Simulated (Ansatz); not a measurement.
## Hypothetical Pm-3n C: pressure series

Base system: C (space group Pm-3n, No. 223; a = 3.818 Å; a hypothetical phase, not in the database extracts checked).

Cell and atoms are relaxed at each pressure.

The values are results of PBEsol/PAW in Ansatz (an electronic-structure program), no spin-orbit coupling, not measurements.

Notes on the quantities. enthalpy: H = E + PV relative to the base's energy.

| change | lattice parameter a | enthalpy |
|---|---|---|
| base | 3.818 Å | – |
| pressure −2 GPa | 3.833 Å | -0.09 eV/atom |
| pressure −1 GPa | 3.825 Å | -0.04 eV/atom |
| pressure 0.3 GPa | 3.816 Å | +0.01 eV/atom |
| pressure 0.7 GPa | 3.813 Å | +0.03 eV/atom |
| pressure 1.5 GPa | … | +0.06 eV/atom |
| pressure 3 GPa | … | +0.13 eV/atom |
| pressure 5 GPa | 3.783 Å | +0.21 eV/atom |
| pressure 7.5 GPa | … | +0.32 eV/atom |
| pressure 10 GPa | 3.752 Å | +0.42 eV/atom |

Q: What belongs in the blanks?

A: 
- pressure 1.5 GPa, lattice parameter a: 3.807 Å
- pressure 3 GPa, lattice parameter a: 3.797 Å
- pressure 7.5 GPa, lattice parameter a: 3.767 Å

Load acts through the strain it causes; cell and atoms are relaxed under it. No phonon test of stability was made. No other phases were tried under pressure.
